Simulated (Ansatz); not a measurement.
Base system: BP in the rock salt structure (space group Fm-3m, No. 225; a = 4.289 Å; a hypothetical phase, not in the database extracts checked; relaxed with 0.1 eV smearing). Axes: x, y, z lie along the cube axes.

All numbers come from PBEsol (Ansatz, a program for electronic structure, PAW, no spin-orbit coupling).

Base values:

```
Quantity   Result
--------  -------
Pressure  0.0 GPa
Band gap     zero
```

One thing is altered: the cell is stretched by 5.96 % along z with no lateral relaxation, atoms relaxed at fixed cell.

Problem. How does this affect the energy relative to the base?

Solution. The energy goes up by 21 meV/atom.

Problem. What happens to the pressure?

Solution. The pressure (mean of the normal stresses, compression positive) goes from zero to -8.3 GPa.

Problem. Predict the new band gap.

Solution. The band gap stays zero.

The cells carry an imposed strain or load. Stability against distortions was not tested. All final runs are without spin polarisation.
